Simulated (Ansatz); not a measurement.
B20 (FeSi-type) MnSi, treated with PBEsol (PAW; Ansatz, a quantum-chemistry and plane-wave program).

Settings: plane-wave cutoff 520 eV, 12×12×12 k mesh, Fermi–Dirac smearing 0.05 eV, spin-polarised with parallel moments, scalar-relativistic PAW data made under PBE.

Cell (measured lattice):

```cif
data_Mn4Si4
_chemical_formula_sum 'Mn4 Si4'
_space_group_name_H-M_alt 'P 1'
_space_group_IT_number 1
_cell_length_a 4.55980
_cell_length_b 4.55980
_cell_length_c 4.55980
_cell_angle_alpha 90.000
_cell_angle_beta 90.000
_cell_angle_gamma 90.000
loop_
_space_group_symop_operation_xyz
  'x, y, z'
loop_
_atom_site_label
_atom_site_type_symbol
_atom_site_fract_x
_atom_site_fract_y
_atom_site_fract_z
_atom_site_occupancy
Mn1 Mn 0.86481 0.63519 0.36481 1
Mn2 Mn 0.36481 0.86481 0.63519 1
Mn3 Mn 0.13519 0.13519 0.13519 1
Mn4 Mn 0.63519 0.36481 0.86481 1
Si1 Si 0.15541 0.34459 0.65541 1
Si2 Si 0.65541 0.15541 0.34459 1
Si3 Si 0.84459 0.84459 0.84459 1
Si4 Si 0.34459 0.65541 0.15541 1
```
Starting moments (μB, in the order of the record's atoms Mn Mn Mn Mn Si Si Si Si): 1.2 1.2 1.2 1.2 0.0 0.0 0.0 0.0.

Q: Give the computed magnetic moment (largest site, within a sphere).

A: 
magnetic moment (largest site, within a sphere): 0.99 μB

The run finds no gap.

Note: the collinear magnetic order is the start's and need not be the measured one; cell and atoms aren't relaxed at this level (pressure -11.6 GPa).

Moments are spin moments.

Static lattice: no zero-point or thermal effects.
